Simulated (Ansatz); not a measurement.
# A constructed model of the (100) surface of fcc Pt, a layer of Fe in place of the second plane (bottom of the slab: a bare face, its two planes held)

Level of theory: PBE (plane waves to 420 eV, PAW; Ansatz, a first-principles code).

Set-up: 6 atoms, 9.9 Å thick at the start (thin: gaps and levels are the slab's own); mesh 13x13x1; 0.1 eV smearing; dipole correction on; 2 atoms held, the rest relaxed; held to the start's symmetry, so lower structures may exist; spin-polarised, ending with about 3.7 μB a cell; orders that need a larger cell were not tried, no spin-orbit, no U. It is one candidate, not shown to be the stable structure of the face.

| Item | Result |
|---|---|
| work function of the top face | 5.20 eV |
| energy released by relaxation | 0.27 eV |
| magnetic moment of the cell | 3.73 μB |
| cost | roughly 6 core-minutes |
